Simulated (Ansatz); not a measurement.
System: Ag vacancy in fcc Ag (neutral cell). These are PBE, PAW (plane waves to 420 eV; Ansatz, a program for electronic structure) values and carry that method's errors.

Cell of 32 host sites held at the relaxed PBE lattice; a 2×2×2 k-point mesh shifted by half a step; Fermi-Dirac width 0.10 eV, spin-restricted; finite-size errors left in. Energies are static. Forms of the defect that were not tried may lie lower.

Barriers: single points on a 4×4×4 k-point mesh shifted by half a step at the bands' geometries (they differ from the bands' own by up to 0.07 eV, and are uncertain by about as much).

The step: one Ag atom jumps into the vacancy from a nearby Ag site. Atoms about the jump, Cartesian Å from the middle of the jump, before and after:

| atom | x0 | y0 | z0 | x1 | y1 | z1 |
|---|---|---|---|---|---|---|
| Ag1 | 0.00 | -1.02 | 1.02 | 0.00 | 1.02 | -1.02 |
| Ag2 | 2.06 | -1.02 | -1.04 | 2.06 | -1.04 | -1.03 |
| Ag3 | -2.06 | -1.02 | -1.04 | -2.06 | -1.04 | -1.02 |
| Ag4 | -2.06 | 1.04 | 1.02 | -2.06 | 1.02 | 1.04 |
| Ag5 | 2.06 | 1.04 | 1.02 | 2.06 | 1.02 | 1.04 |
| Ag6 | 0.00 | -3.11 | -1.04 | 0.00 | -3.10 | -1.02 |
| Ag7 | 0.00 | -1.02 | -3.11 | 0.00 | -1.04 | -3.11 |
| Ag8 | 0.00 | 1.04 | 3.11 | 0.00 | 1.02 | 3.10 |
| Ag9 | 0.00 | 3.10 | 1.02 | 0.00 | 3.11 | 1.04 |

Question: Give the saddle-point geometry and the barrier.

Answer: 
```tsv
atom	x	y	z
Ag1	0.00	0.00	-0.01
Ag2	2.24	-1.09	-1.10
Ag3	-2.23	-1.09	-1.10
Ag4	-2.23	1.08	1.08
Ag5	2.24	1.09	1.08
Ag6	0.00	-3.03	-1.00
Ag7	0.00	-0.99	-3.04
Ag8	0.00	0.99	3.02
Ag9	0.00	3.03	0.98
```
It lies 0.59 eV above the start and 0.59 eV above the end. The saddle point's order was not checked, and it lies on a symmetry element of the cell, where a band can be held.
